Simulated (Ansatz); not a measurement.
An Ansatz (an electronic-structure program) run: W with a change (isotropic strain −0.74 %); DFT with r2SCAN, PAW potentials and a 500 eV plane-wave cutoff in Ansatz, scalar-relativistic without spin-orbit coupling, earlier PAW set.

Input:

Ansatz 0.2 input:
```yaml
crystal:
  lattice:
    - [-1.5729717064, 1.5729717064, 1.5729717064]
    - [1.5729717064, -1.5729717064, 1.5729717064]
    - [1.5729717064, 1.5729717064, -1.5729717064]
  atoms:
    - { symbol: W, position: [0, 0, 0] }
basis: { ecutwfc: 500, ecutrho_ratio: 4, xc_grid: 4, fft_grid_basis: typed }
kpoints: { mp_grid: { grid: [29, 29, 29] } }
hamiltonian:
  xc: r2scan
  dispersion: none
  pseudopotentials: { azcp: { folder: ./paw }, kind: paw }
scf: { occupations: { method: fermi_dirac, width: 0.1 }, convergence: { dr2_threshold: 0.0000000001 } }
relax: { f_tol: 0.005, max_steps: 50 }
output: { forces: true, stress: true }
checkpoint: { write: state.ck, write_every: 1000 }
```

Output (explanatory and most iteration lines left out):

```
Relaxation: its limit of steps is 50 (relax.max_steps)
Pseudopotential: W, paw, valence charge 14
Crystal: 1 atoms, lattice volume = 15.568 Å³
Basis set: ecut = 500 eV, 381 PW (Γ), exchange–correlation on 80×80×80 points (64 copies of the dense FFT grid, shifted against one another)
Bands: 11, of which v1, the nominal top of the filled ones, is band 7 counted from 1 (6 counted from 0)
Symmetry: 48 space group operations
Space group: Im-3m (ITA 229), of the structure as read, at distance tolerance 2.5e-5 Å
k-points: 680 of 24389
Functional: x = r2scan, c = r2scan; τ floored in thin density (d = 2e-4 eV/Å³)
SCF iter   1: F=—  HF=-10398.275953 eV  |F-HF|=—  |Δ(HF+E_count)|=         —  Δρ=5.97e-2  dr2=4.47e-1  dr2_τ=2.32e-2  ethr=3.10e-3  ⟨swp⟩=5.0  Hψ=39112  notcnv=0
SCF iter   2: F=—  HF=-10398.238357 eV  |F-HF|=—  |Δ(HF+E_count)|=   3.76e-2  Δρ=2.59e-2  dr2=4.33e-2  dr2_τ=1.42e-2  ethr=3.10e-3  ⟨swp⟩=2.9  Hψ=18748  notcnv=0  defer=13
SCF 1 converged in 7 iterations: F = -10398.255882 eV  dr2 = 3.18e-12
relax step   1: F+E_penalty+E_count = -10398.25588153 eV  Δ(F+E_penalty+E_count) = +0.000e0 eV  max|allowed force component| = 0.000e0 eV/Å  Δτ_max = 0.0000 Å  (7 SCF iters, accepted)
Crystal: 1 atoms, lattice volume = 15.568 Å³
SCF iter   1: F=—  HF=-10398.255882 eV  |F-HF|=—  |Δ(HF+E_count)|=         —  Δρ=1.76e-7  dr2=3.18e-12  dr2_τ=3.11e-13  ethr=1.00e-12  ⟨swp⟩=1.3  Hψ=44991  notcnv=0  defer=7
SCF iter   2: F=-10398.255882 eV  HF=-10398.255882 eV  |F-HF|=2.00e-11  |Δ(HF+E_count)|=  1.09e-11  Δρ=7.88e-8  dr2=4.09e-13  dr2_τ=4.97e-14  ethr=1.00e-12  ⟨swp⟩=3.0  Hψ=19459  notcnv=0
SCF 2 converged in 2 iterations: F = -10398.255882 eV  dr2 = 4.09e-13
SCF converged after 2 iterations
Free energy (F): -10398.255882 eV
Internal energy: -10398.241799 eV  (E = F + TS)
E sigma→0 (E₀):  -10398.248840 eV
Entropy (-TS):   -0.014082 eV (-14.082 meV/atom)
Fermi energy:    22.735742 eV
--- Forces (eV/Å), atoms counted from 1 ---
  atom   1  W      0.00000000     0.00000000     0.00000000
--- Stress (GPa, compression-positive) ---
        7.458804      -0.000000      -0.000000
        0.000000       7.458804       0.000000
        0.000000       0.000000       7.458804
  P = ⅓ Tr σ = 7.4588 GPa (74.588 kbar)
--- Relaxed structure (1 steps of the walk, 1 accepted, 0 SCFs on fresh bases) ---
  atoms:
    - { symbol: W, position: [0.0, 0.0, 0.0] }
```

No phonon test of stability was made. All final runs are without spin polarisation. The cell was made from W in the bcc (W type) structure (space group Im-3m, No. 229) by this change: isotropic strain −0.74 %.
